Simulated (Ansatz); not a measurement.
An ideal cubic perovskite cell is held by its symmetry; such compounds can tilt or shift off centre at room temperature.

 Where the default PAW files enter, the runs use the earlier of Ansatz's two default sets.

Consider the following.

```yaml
crystal:
  lattice:
    - [5.94863, 0.00000, 0.00000]
    - [0.00000, 8.41263, 0.00000]
    - [0.00000, 4.20632, 4.20632]
  atoms:
    - { symbol: Cs, position: [0.00000, 0.00000, 0.00000] }
    - { symbol: Pb, position: [0.50000, 0.50000, 0.00000] }
    - { symbol: Br, position: [0.00000, 0.50000, 0.00000] }
    - { symbol: Br, position: [0.50000, 0.00000, 0.50000] }
    - { symbol: Br, position: [0.50000, 0.50000, 0.50000] }
```

Space group of this cell: Pm-3m, cubic perovskite. The cell is taken as given.

The current runs along the normal of the first two printed vectors, the (110) plane. All runs by Ansatz (a first-principles code), plane waves and PAW, without spin-orbit coupling; the base is r2SCAN.

| run | mean pressure (GPa) | gap (eV) | mid-gap κ (1/Å) |
|---|---|---|---|
| base | -0.1 | 2.07 | 0.143 |
| all lengths scaled by 0.98 | 1.3 | 1.81 | 0.123 |
| all lengths scaled by 1.02 | -1.2 | 2.28 | 0.161 |
| lda in place of r2scan | -1.9 | 1.55 | 0.116 |
| lengths across the current scaled by 0.98, ions clamped | 0.8 | 1.84 | 0.130 |
| lengths across the current scaled by 1.02, ions clamped | -0.9 | 2.17 | 0.155 |
| lengths along the current scaled by 0.97, ions clamped | 0.6 | [?] | [?] |
| lengths along the current scaled by 1.03, ions clamped | -0.7 | [?] | [?] |
| pbesol in place of r2scan | -0.8 | [?] | [?] |

Task: Fill in the missing entries.

Result: 
- lengths along the current scaled by 0.97, ions clamped, gap (eV): 1.87
- lengths along the current scaled by 0.97, ions clamped, mid-gap κ (1/Å): 0.133
- lengths along the current scaled by 1.03, ions clamped, gap (eV): 2.10
- lengths along the current scaled by 1.03, ions clamped, mid-gap κ (1/Å): 0.152
- pbesol in place of r2scan, gap (eV): 1.59
- pbesol in place of r2scan, mid-gap κ (1/Å): 0.118
